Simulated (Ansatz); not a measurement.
Start from MgH₂ in the CdCl2 type structure (space group R-3m, No. 166; a = 3.001 Å, c = 11.671 Å (hexagonal axes); a hypothetical phase, not in the database extracts checked). Axes: x lies along a and z along c of the hexagonal cell.

Level of theory: PBE-D3(BJ) in Ansatz (plane waves to 420 eV, PAW, no spin-orbit coupling).

It is then changed as follows: a pure shear with ε_xz = ε_zx = 0.0322, atoms relaxed at fixed cell.

Q: Predict the stress tensor and what it implies for the stiffness.

A: Stress of the strained cell less that of the base (GPa, compression positive):
```
  -0.07    0.46   -1.03
   0.46   -0.04   -0.14
  -1.03   -0.14    0.24
```

Then −Δσ/γ with γ = 2ε = 0.0644 gives secant stiffness values (nonlinear terms included at this strain): C55 ≈ 16 GPa.

Stability against distortions was not tested.

Ansatz is a program for electronic structure.
